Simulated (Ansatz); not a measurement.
Functionals compared on CO on the 1x1 (111) surface of fcc Ag, one in a 2x2 cell, started at the site 'bridge Ag-Ag (span 2.9 Å)', in Ansatz (plane waves, PAW). The structure was relaxed with PBE; the other rows are single points on it, each with its references at the same level. Cutoff 420 eV (500 eV for r2SCAN).

Model: 18-atom slab, 7.1 Å thick at the start under the adsorbate (thin: gaps and levels are the slab's own), 6x6x1 mesh, Fermi-Dirac 0.1 eV, dipole correction, 8 atoms held, the rest relaxed; held to the start's symmetry, so lower structures may exist; no spin, no spin-orbit, no U, no dispersion correction. At the end it is bonded to 2 Ag. In PBE it is, or lies within 0.03 eV of, the lowest of the starts that converged. These notes are the PBE run's. Adsorption energies are against CO(g). A negative adsorption energy means that the adsorbate is more stable on the surface than in its reference.

```json
[
 {"functional": "PBE", "adsorption energy (eV)": "-0.05", "work function of the top face (eV)": "4.64", "change of the work function (eV)": "0.20", "rough cost of the single point": "–"},
 {"functional": "RPBE", "adsorption energy (eV)": "0.27", "work function of the top face (eV)": "4.48", "change of the work function (eV)": "0.23", "rough cost of the single point": "very roughly 3 core-minutes"},
 {"functional": "r2SCAN", "adsorption energy (eV)": "…", "work function of the top face (eV)": "…", "change of the work function (eV)": "…", "rough cost of the single point": "very roughly 7 core-minutes"}
]
```

### Question
What belongs in the gaps?

### Answer

- r2SCAN, adsorption energy (eV): -0.11
- r2SCAN, work function of the top face (eV): 4.64
- r2SCAN, change of the work function (eV): 0.23

Ansatz is a program for electronic structure.
